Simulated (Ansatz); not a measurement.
Data:

```
Ge
1.0
    0.00000     2.88120     2.88120
    2.88120     0.00000     2.88120
    2.88120     2.88120     0.00000
Ge
2
Cartesian
  2.88120   2.88120   2.88120
  4.32179   4.32179   4.32179
```

Level of theory: PBE, rigid bands (plane waves, PAW, scalar-relativistic; Ansatz, a quantum-chemistry and plane-wave program). Condition of this run: functional PBE, cell relaxed with it. Geometry: cell and atoms relaxed with PBE.

Is this a good metal at this level?

No. No gap is resolved, and few carriers conduct, as in a semimetal or a zero-gap semiconductor. N(E_F) = 0.023 states/eV a cell at 300 K and the Drude plasma energy along the best axis is 0.38 eV, several times under that of a simple or noble metal.

Spin-orbit coupling is left out; it can open or close a small gap.
